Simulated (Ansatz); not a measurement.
The reference is GaN in the zinc blende structure (space group F-43m, No. 216; a = 4.498 Å).

Computed with PBEsol (Ansatz, a first-principles code), scalar-relativistic without spin-orbit coupling.

Carriers are added at fixed cell with a uniform background; the Fermi–Dirac width is that of 300 K.

One change was made to it. Results:

```csv
quantity,base,after
gap between the host's bands,1.70 eV,1.73 eV
Fermi level relative to the doped band's edge (positive inside the band; to 0.05 eV),–,+0.10 eV
gap character,direct at Γ,direct at Γ
```

Problem. What was done to the base?
(A) electrons 1.0×10^21 cm⁻³
(B) electrons 5.0×10^20 cm⁻³
(C) holes 1.0×10^21 cm⁻³
(D) electrons 7.0×10^20 cm⁻³
(E) electrons 2.0×10^22 cm⁻³

Solution. C, holes 1.0×10^21 cm⁻³. For comparison, the Fermi level from band edge in the other runs: electrons 7.0×10^20 cm⁻³ gives +1.10 eV; electrons 2.0×10^22 cm⁻³ gives +2.85 eV; electrons 1.0×10^21 cm⁻³ gives +1.25 eV; electrons 5.0×10^20 cm⁻³ gives +0.90 eV.

Carriers are added with a uniform compensating background; total energy and stress of such cells depend on the potential's zero and are not compared; many-body gap narrowing is missing at this level. No phonon test of stability was made. This is not the structure that GaN has at room temperature and ambient pressure.
